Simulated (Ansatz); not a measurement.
The reference is Ru in the hcp (Mg type) structure (space group P6_3/mmc, No. 194; a = 2.7043 Å, c = 4.2629 Å; relaxed with 0.1 eV smearing). Axes: x lies along a and z along c of the hexagonal cell.

Computed with r2SCAN, PAW, 500 eV (Ansatz, a program for electronic structure; without spin-orbit coupling).

Strains are applied to the cell and any free atomic positions relax.

One change was made to it. Results:

```json
[
 {"quantity": "energy relative to the base (free energy F)", "base": "0 meV/atom", "after": "+0.3 meV/atom"},
 {"quantity": "band gap", "base": "zero", "after": "zero"}
]
```

### Question
What was done to the base?
(A) tensor shear ε_xz = +0.29 %
(B) tensor shear ε_xz = +0.86 %
(C) tensor shear ε_xz = +1.71 %
(D) tensor shear ε_xz = +1.43 %
(E) tensor shear ε_xz = +2.00 %

### Answer
A, tensor shear ε_xz = +0.29 %. For comparison, the energy relative to the base in the other runs: tensor shear ε_xz = +1.43 % gives +6.8 meV/atom; tensor shear ε_xz = +1.71 % gives +9.6 meV/atom; tensor shear ε_xz = +2.00 % gives +13 meV/atom; tensor shear ε_xz = +0.86 % gives +2.4 meV/atom.

Stability against distortions was not tested. The final runs are not spin-polarised.
